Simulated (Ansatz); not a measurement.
## MnTlBr$_{3}$ in the cubic perovskite structure (space group Pm-3m, No. 221; ferromagnetic; a hypothetical phase, not in the database extracts checked)

```cif
data_Br3MnTl
_chemical_formula_sum 'Tl1 Mn1 Br3'
_space_group_name_H-M_alt 'P 1'
_space_group_IT_number 1
_cell_length_a 5.35154
_cell_length_b 5.35154
_cell_length_c 5.35154
_cell_angle_alpha 90.000
_cell_angle_beta 90.000
_cell_angle_gamma 90.000
loop_
_space_group_symop_operation_xyz
  'x, y, z'
loop_
_atom_site_label
_atom_site_type_symbol
_atom_site_fract_x
_atom_site_fract_y
_atom_site_fract_z
_atom_site_occupancy
Tl1 Tl 0.00000 0.00000 0.00000 1
Mn1 Mn 0.50000 0.50000 0.50000 1
Br1 Br 0.00000 0.50000 0.50000 1
Br2 Br 0.50000 0.50000 0.00000 1
Br3 Br 0.50000 0.00000 0.50000 1
```

Calculations: plane-wave PAW DFT at the PBE level (Ansatz, a program for electronic structure, 420 eV), without spin-orbit coupling. Γ-centred 6×6×6 mesh, Fermi–Dirac width 0.05 eV.

The volume per atom is 30.65 Å³, the density comes out as 5.41 g/cm³ and the band gap is 0.90 eV, indirect, R → Γ. The electron mass is 0.25 mₑ. The magnetic state is ferromagnetic. The total energy comes out as -4739.276 eV/atom (σ→0; compares only within this code and set-up).

Spin-orbit coupling, missing from the scalar runs, can matter with Tl. Masses are band curvatures over ±0.01 Å⁻¹ around the edge. No phonon test of stability was made. No Hubbard U is applied and the magnetic state is the run's own (MnTlBr3 ferromagnetic); small cells can't hold the antiferromagnetic order that many such compounds have, so gaps and moments can be off. Many cubic perovskites are stable only at high temperature; tilts and polar distortions were not tested.
